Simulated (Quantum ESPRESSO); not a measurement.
Quantum ESPRESSO 7.5, DFT, PBE, plane waves, SSSP 1.1.2 efficiency PBE: Al(100) slab of 5 layers, 1x1 (Al5), unrelaxed, 5 atoms. Basis and mesh were picked for this test and aren't claimed converged.

```fortran
&CONTROL
  calculation = 'scf'
  pseudo_dir = './pseudo'
  outdir = './out'
  tprnfor = .true.
  tstress = .false.
/
&SYSTEM
  ibrav = 0
  nat = 5
  ntyp = 1
  ecutwfc = 45
  ecutrho = 360
  occupations = 'smearing'
  smearing = 'mv'
  degauss = 0.02
  nosym = .true.
/
&ELECTRONS
  conv_thr = 5e-09
/
ATOMIC_SPECIES
Al 26.9815 Al.pbe-n-kjpaw_psl.1.0.0.UPF
CELL_PARAMETERS angstrom
  2.863782000000   0.000000000000   0.000000000000
  0.000000000000   2.863782000000   0.000000000000
  0.000000000000   0.000000000000  22.100000000000
ATOMIC_POSITIONS crystal
Al   0.000000000000   0.000000000000   0.316742000000
Al   0.500000000000   0.500000000000   0.408371000000
Al   0.000000000000   0.000000000000   0.500000000000
Al   0.500000000000   0.500000000000   0.591629000000
Al   0.000000000000   0.000000000000   0.683258000000
K_POINTS automatic
14 14 1 0 0 0
```

```bash
OMP_NUM_THREADS=1 mpirun -np 48 pw.x -nk 24 -in pw.in
```

The program reports k-points computed: 100, bands: 12, electrons: 15, G-vectors of the density: 141217, FFT grid: 36×36×256.

Hardware: AMD EPYC (Zen 5), 96 cores on 1 socket, no SMT, 12 L3 cache groups; 94 cores' worth of CPU time may be used.

On 48 ranks this takes 7.2 s. Each time is the median wall time of two to five repeats, run one at a time on the otherwise empty machine; start-up is included. Processes are pinned to neighbouring cores unless said otherwise. The times hold for this build (conda-forge: Open MPI 5.0, OpenMP, OpenBLAS 0.3.34 (pthreads), FFTW, ScaLAPACK, ELPA). Scratch files lie in a memory file system.

### Question
What should be changed to get the same answer (within 1.0 meV/atom in energy, 10 meV/Å in forces (largest component)) sooner? Keep to 48 cores.

### Answer
This is not unique; one that fits is going from nosym = true, -nk 24 to nosym = false (default), -nk 12, one of the fastest among the values tried that keep the result.

```diff
-  nosym = .true.
-OMP_NUM_THREADS=1 mpirun -np 48 pw.x -nk 24 -in pw.in
+OMP_NUM_THREADS=1 mpirun -np 48 pw.x -nk 12 -in pw.in
```

Time: 7.2 s to 3.2 s (2.3× as fast). SCF iterations go from 15 to 13. These two results differ by: energy equal as printed, forces (largest component) 0.055 meV/Å. Others tried: -nk 12, noinv = true, nosym = false (default) (3.2 s); -nk 12, nosym = true (5.6 s); -nk 48, noinv = true, nosym = true (13 s).
